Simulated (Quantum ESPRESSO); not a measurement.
Worked example: self-consistent single point of Al (Fm-3m, 1 atom in the cell) in Quantum ESPRESSO.

Method of the run: PBEsol, PseudoDojo standard norm-conserving (PBESOL) pseudopotentials (plane waves; Quantum ESPRESSO).

The change in words: lattice scaled by 0.98; ecutwfc: 40 Ry → 96 Ry. Reference geometry:
```
CELL_PARAMETERS angstrom
      0.00000     2.03107     2.03107
      2.03107     0.00000     2.03107
      2.03107     2.03107     0.00000
ATOMIC_POSITIONS crystal
  Al 0.00000 0.00000 0.00000
```

Reference input (self-consistent single point, DFT, PBEsol, plane waves, PseudoDojo standard norm-conserving (PBESOL) pseudopotentials): ecutwfc = 40 Ry; occupations = smearing; smearing = gaussian; degauss = 0.0073499 Ry; potentials = {Al: Al.upf}; K_POINTS = automatic 14 14 14 0 0 0; conv_thr = 1e-09 Ry; mixing_beta = 0.7. This run's input differs from it in these lines:

```diff
@@ -12,3 +12,3 @@
    ntyp = 1
-   ecutwfc = 40
+   ecutwfc = 96
    occupations = 'smearing'
@@ -24,5 +24,5 @@
 CELL_PARAMETERS {angstrom}
-   0.0000000000     2.0310750000     2.0310750000
-   2.0310750000     0.0000000000     2.0310750000
-   2.0310750000     2.0310750000     0.0000000000
+   0.0000000000     1.9904530000     1.9904530000
+   1.9904530000     0.0000000000     1.9904530000
+   1.9904530000     1.9904530000     0.0000000000
 ATOMIC_POSITIONS {crystal}
```

Log, with long lists cut:

```
     Self-consistent Calculation

     iteration #  1     ecut=    96.00 Ry     beta= 0.70

     Threshold (ethr) on eigenvalues was too large:
     Diagonalizing with lowered threshold

     total energy              =      -4.63970285 Ry
     estimated scf accuracy    <       0.00571580 Ry

     iteration #  2     ecut=    96.00 Ry     beta= 0.70

     total energy              =      -4.63966626 Ry
     estimated scf accuracy    <       0.00037009 Ry

     iteration #  3     ecut=    96.00 Ry     beta= 0.70

     total energy              =      -4.63968656 Ry
     estimated scf accuracy    <       0.00000055 Ry

     iteration #  4     ecut=    96.00 Ry     beta= 0.70

     total energy              =      -4.63968773 Ry
     estimated scf accuracy    <          3.6E-09 Ry

     iteration #  5     ecut=    96.00 Ry     beta= 0.70
     End of self-consistent calculation

     Number of k-points >= 100: set verbosity='high' to print the bands.

     the Fermi energy is     8.3085 ev

!    total energy              =      -4.63968773 Ry
     estimated scf accuracy    <          8.7E-11 Ry
     smearing contrib. (-TS)   =      -0.00017319 Ry
     internal energy E=F+TS    =      -4.63951455 Ry

     convergence has been achieved in   5 iterations

     Forces acting on atoms (cartesian axes, Ry/au):

     atom    1 type  1   force =     0.00000000    0.00000000    0.00000000

     Total force =     0.000000     Total SCF correction =     0.000000

          total   stress  (Ry/bohr**3)                   (kbar)     P=       18.16
   0.00012347  -0.00000000  -0.00000000           18.16       -0.00       -0.00
  -0.00000000   0.00012347  -0.00000000           -0.00       18.16       -0.00
  -0.00000000  -0.00000000   0.00012347           -0.00       -0.00       18.16

   JOB DONE.
```

The run converged in 5 iterations. Against the reference run the free energy goes down by 5.0 meV/atom and the pressure goes from -3.01 to 1.82 GPa.

The starting cell has typed, rounded lattice constants, without a prior relaxation at this level. Its lattice was rescaled by up to half a per cent. For this run, on top of that: lattice scaled by 0.98.
